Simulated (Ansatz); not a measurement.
**TaN: Ta → Eu**

Base system: TaN in the rock salt structure (space group Fm-3m, No. 225; a = 4.396 Å).

It is then changed as follows: full substitution Ta → Eu, then cell and atoms are relaxed.

Calculations: Kohn–Sham DFT with the r2SCAN functional, run in Ansatz (a quantum-chemistry and plane-wave program) with PAW and 500 eV plane waves, scalar-relativistic without spin-orbit coupling, earlier PAW set. Settings: 16×16×16 k-points, 0.05 eV Fermi–Dirac smearing, for the changed cell.

- Volume per atom: 16.04 Å³ (base 10.62 Å³)
- Density: 8.59 g/cm³ (base 15.24 g/cm³)
- Space group: Fm-3m (No. 225) (base Fm-3m (No. 225))
- Shortest interatomic distance: 2.522 Å (base 2.198 Å)
- Band gap: zero (base zero)
- Magnetic state: ferromagnetic (base not spin-polarised)

Other magnetic orders, which the real material may have, were not ruled out. The state of the 4f shell was not checked for lower solutions. Whether these cells are dynamically stable was not tested. Spin-polarised in the final run: EuN; the other runs are not. This is not the structure that TaN has at room temperature and ambient pressure.
